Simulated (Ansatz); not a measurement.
A computed series for hypothetical CsCl type FeO: element substitutions

The reference is FeO in the CsCl type structure (space group Pm-3m, No. 221; a = 2.620 Å; ferromagnetic; a hypothetical phase, not in the database extracts checked).

Each row replaces one element on all its sites; cell and atoms are relaxed.

The values are results of r2SCAN (Ansatz, a program for electronic structure), scalar-relativistic without spin-orbit coupling, not measurements.

### Question
Only one of these has a band gap. Which?
A) Fe → Co
B) O → F
C) Fe → B

### Answer
A, Fe → Co. Computed: O → F: zero; Fe → Co: 0.70 eV; Fe → B: zero

Stability against distortions was not tested. As relaxed here, FeF, CoO and BO are hypothetical phases, not in the database extracts checked. No Hubbard U is applied and the magnetic state is the run's own (FeF ferromagnetic; FeO ferromagnetic; CoO ferromagnetic); other magnetic orders, which need larger cells, were not tried and can change the gap. Spin-polarised in the final run: FeF, base and CoO; the other runs are not. An odd electron count without spin: BO.
